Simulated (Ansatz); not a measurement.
The reference is ZrN in the rock salt structure (space group Fm-3m, No. 225; a = 4.5522 Å). Axes: x, y, z lie along the cube axes.

Structures relaxed with PBEsol (Ansatz, a first-principles code; PAW; 420 eV plane waves; spin-orbit coupling left out).

Base:

Simulated powder pattern, Co Kα, λ = 1.79026 Å (kinematic, ideal powder, no thermal factors, no anomalous dispersion; the 8 strongest lines at most, above 2 %, up to 2θ = 90°):

```json
[
 {"2θ (°)": "39.82", "I/Imax (%)": "100", "hkl": "(111)"},
 {"2θ (°)": "46.32", "I/Imax (%)": "88", "hkl": "(200)"},
 {"2θ (°)": "67.58", "I/Imax (%)": "56", "hkl": "(220)"},
 {"2θ (°)": "81.41", "I/Imax (%)": "43", "hkl": "(311)"},
 {"2θ (°)": "85.87", "I/Imax (%)": "20", "hkl": "(222)"}
]
```

After one change:

Simulated powder pattern, Co Kα, λ = 1.79026 Å (kinematic, ideal powder, no thermal factors, no anomalous dispersion; the 8 strongest lines at most, above 2 %, up to 2θ = 90°):

| 2θ (°) | I/Imax (%) |
|---|---|
| 39.75 | 100 |
| 46.07 | 30 |
| 46.32 | 58 |
| 67.39 | 37 |
| 67.58 | 18 |
| 81.00 | 15 |
| 81.36 | 29 |
| 85.69 | 20 |

Which of these changes matches the shifts?
(A) uniaxial strain ε_xx = +0.51 %
(B) strain tensor (xx, yy, zz, yz, xz, xy) = (−1.16, +0.10, −1.36, +0.56, +1.10, +1.49) %
(C) isotropic strain −4.79 %
(D) tensor shear ε_xz = −0.67 %

A, uniaxial strain ε_xx = +0.51 %. Its volume per atom is 11.85 Å³ against 11.79 Å³, and its space group is I4/mmm (No. 139).

No phonon test of stability was made. The final runs are not spin-polarised. An odd electron count without spin: ZrN.
